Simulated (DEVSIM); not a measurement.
Device: abrupt Si p-n junction, at 300 K.

Layer 1 from the left is Si, thickness (μm) 1.50, Na (cm⁻³) 9.7e15, τn (s) 2.3e-5, τp (s) 2.3e-5. Layer 2 from the left is Si, thickness (μm) 10.0, Nd (cm⁻³) 3.7e16, τn (s) 2.3e-5, τp (s) 2.3e-5.

Left contact: ohmic. Right contact: ohmic. Voltage is applied to the left contact. Recombination: SRH at mid-gap, radiative. Mobility is μmin + (μ − μmin)/(1 + (N/Nref)^α).

Constants are typed, rounded textbook-type inputs, not results; the design itself was drawn at random and stands for no fabricated device. Values at 300 K.

Si: gap (eV) 1.124, affinity (eV) 4.05, permittivity 11.7, Nc (cm⁻³) 2.86e19, Nv (cm⁻³) 3.1e19, μn (cm²/Vs) 1417, μp (cm²/Vs) 470, μn,min 52, μp,min 45, Nref,n 9.7e16, Nref,p 2.2e17, αn 0.68, αp 0.72, B (cm³/s) 4.7e-15.

Simulated with DEVSIM: 1D drift-diffusion, Boltzmann statistics, complete ionisation; no tunnelling, impact ionisation, image-force lowering or self-heating.

### Question
What does the simulation give for the dark forward voltage at 100 A/cm², the largest field in the device at zero bias, the potential step across the device at zero bias, the dark forward voltage at 1 A/cm²?

### Answer
dark forward voltage at 100 A/cm² 0.699 V; largest field in the device at zero bias 41000 V/cm; potential step across the device at zero bias 0.743 V; dark forward voltage at 1 A/cm² 0.558 V.
